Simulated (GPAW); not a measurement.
GPAW run on LaIn5Ir (P4/mmm, 7 atoms in the cell): self-consistent single point.

Method: LDA (Perdew-Wang 92), GPAW PAW datasets LDA (gpaw-data 1.0.1) (plane waves; GPAW).

The change in words: lattice scaled by 0.98. Reference geometry:
```xyz
7
Lattice="4.7461 0.0000 0.0000 0.0000 4.7461 0.0000 0.0000 0.0000 7.6727" Properties=species:S:1:pos:R:3 pbc="T T T"
La     0.0000     0.0000     0.0000
In     2.3731     0.0000     5.3162
In     2.3731     0.0000     2.3565
In     0.0000     2.3731     5.3162
In     0.0000     2.3731     2.3565
In     2.3731     2.3731     0.0000
Ir     0.0000     0.0000     3.8364
```

Reference input (self-consistent single point, DFT LDA (Perdew-Wang 92), plane waves, GPAW PAW datasets LDA (gpaw-data 1.0.1)): mode = pw; ecut = 850 eV; xc = LDA; kpts = 5 5 3; mesh shift (steps) = 0 0 0; occupations.name = fermi-dirac; occupations.width = 0.136 eV; nbands = -15; symmetry.symmorphic = false; symmetry.tolerance = 0.0005; maxiter = 100. This run's input differs from it in these lines:

```diff
@@ -5,12 +5,12 @@
 atoms = Atoms(['La', 'In', 'In', 'In', 'In', 'In', 'Ir'],
-              cell=[[4.746100, 0.000000, 0.000000],
-                    [0.000000, 4.746100, 0.000000],
-                    [0.000000, 0.000000, 7.672728]],
+              cell=[[4.651178, 0.000000, 0.000000],
+                    [0.000000, 4.651178, 0.000000],
+                    [0.000000, 0.000000, 7.519273]],
               positions=[[0.000000, 0.000000, 0.000000],
-                         [2.373050, 0.000000, 5.316203],
-                         [2.373050, 0.000000, 2.356525],
-                         [0.000000, 2.373050, 5.316203],
-                         [0.000000, 2.373050, 2.356525],
-                         [2.373050, 2.373050, 0.000000],
-                         [0.000000, 0.000000, 3.836364]],
+                         [2.325589, 0.000000, 5.209879],
+                         [2.325589, 0.000000, 2.309394],
+                         [0.000000, 2.325589, 5.209879],
+                         [0.000000, 2.325589, 2.309394],
+                         [2.325589, 2.325589, 0.000000],
+                         [0.000000, 0.000000, 3.759637]],
               pbc=True)
```

Output, abridged:

```
     iter     time        total  log10-change:
                         energy   eigst   dens
iter:   1 --:--:--   -38.391422
iter:   2 --:--:--   -37.964274   -1.15  -1.36
iter:   3 --:--:--   -37.118096   -0.98  -1.39
iter:   4 --:--:--   -36.925846   -1.97  -1.58
iter:   5 --:--:--   -36.940937   -1.86  -1.70
iter:   6 --:--:--   -36.875056   -2.15  -1.86
iter:   7 --:--:--   -36.851075   -2.43  -2.24
iter:   8 --:--:--   -36.845578c  -3.65  -2.40
iter:   9 --:--:--   -36.883644c  -2.91  -2.40
iter:  10 --:--:--   -36.868643c  -3.56  -2.31
iter:  11 --:--:--   -36.842864c  -3.31  -2.33
iter:  12 --:--:--   -36.834185c  -3.00  -2.42
   [... 12 lines left out ...]
iter:  25 --:--:--   -36.818931c  -6.35  -3.50
iter:  26 --:--:--   -36.818861c  -6.08  -3.59
iter:  27 --:--:--   -36.818766c  -5.79  -3.73
iter:  28 --:--:--   -36.818754c  -6.80  -3.95
iter:  29 --:--:--   -36.818743c  -6.06  -4.00c
iter:  30 --:--:--   -36.818738c  -7.30  -4.31c
iter:  31 --:--:--   -36.818730c  -7.34  -4.36c
iter:  32 --:--:--   -36.818736c  -6.31  -4.38c
iter:  33 --:--:--   -36.818728c  -7.64c -4.47c
Converged after 33 iterations.

Dipole moment: (-0.000000, -0.000000, 0.000004) |e|*Ang

Energy contributions relative to reference atoms: (reference = -1514322.312981)

Kinetic:        +70.157376
Potential:      -57.916948
External:        +0.000000
XC:             -48.944627
Entropy (-ST):   -0.177971
Local:           -0.025544
SIC:             +0.000000
--------------------------
Free energy:    -36.907713
Extrapolated:   -36.818728

Showing only first 2 kpts
 Kpt  Band  Eigenvalues  Occupancy
  0    43      7.79876    1.99936
  0    44      9.79287    0.00269
  0    45      9.79287    0.00269
  0    46      9.99467    0.00061

  1    43      7.91639    1.99849
  1    44      8.66416    1.68823
  1    45      9.35880    0.06345
  1    46      9.35880    0.06345

Fermi level: 8.89389

No gap
   [... lines left out ...]
  1 In    0.00000    0.00000    0.14677
  2 In    0.00000    0.00000   -0.14677
  3 In    0.00000    0.00000    0.14677
  4 In    0.00000    0.00000   -0.14677
  5 In    0.00000    0.00000    0.00000
  6 Ir   -0.00000   -0.00000    0.00000

Stress tensor:
     0.007937     0.000000     0.000000
     0.000000     0.007937     0.000000
     0.000000     0.000000     0.010271
Stress (GPa, Voigt): [1.2717 1.2717 1.6455 0.     0.     0.    ]
```

The run converged in 33 iterations. GPAW prints stress with tension positive. Against the reference run the free energy falls by 33.7 meV/atom, the pressure goes from -5.75 to -1.40 GPa and the largest force goes from 0.073 to 0.147 eV/Å.

The starting cell comes from a database of computed structures (which also holds hypothetical and non-ambient phases and stackings), without a prior relaxation at this level. Its lattice was rescaled by a random factor within 2.5 % of one. For this run, on top of that: lattice scaled by 0.98. Spin polarisation is off.

Cost on one core of a shared machine: roughly 4 min.
